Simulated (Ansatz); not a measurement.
Where the default PAW files enter, the runs use the earlier of Ansatz's two default sets.

By PBEsol, the system below comes out a metal.

A figure of merit of an interconnect metal is its ballistic conductance per area.

Input:

```yaml
crystal:
  lattice:
    - [4.59800, 0.00000, 0.00000]
    - [-2.29900, 3.98199, 0.00000]
    - [2.29900, 1.32733, 0.93856]
  atoms:
    - { symbol: Nb, position: [0.00000, 0.00000, 0.00000] }
```

Space group of this cell: Im-3m, bcc (W type). The cell is strained (all lengths scaled by 0.98); by PBEsol its mean pressure is 3.6 GPa.

The current flows along the normal of the first two printed cell vectors, the (111) plane of the conventional cell. No spin-orbit coupling; the value is a mean over 0.1 eV about the Fermi level.

Give the ballistic conductance per area that PBEsol run with Ansatz (an electronic-structure program) yields.

1.9 × 10¹⁵ S/m² for both spins.
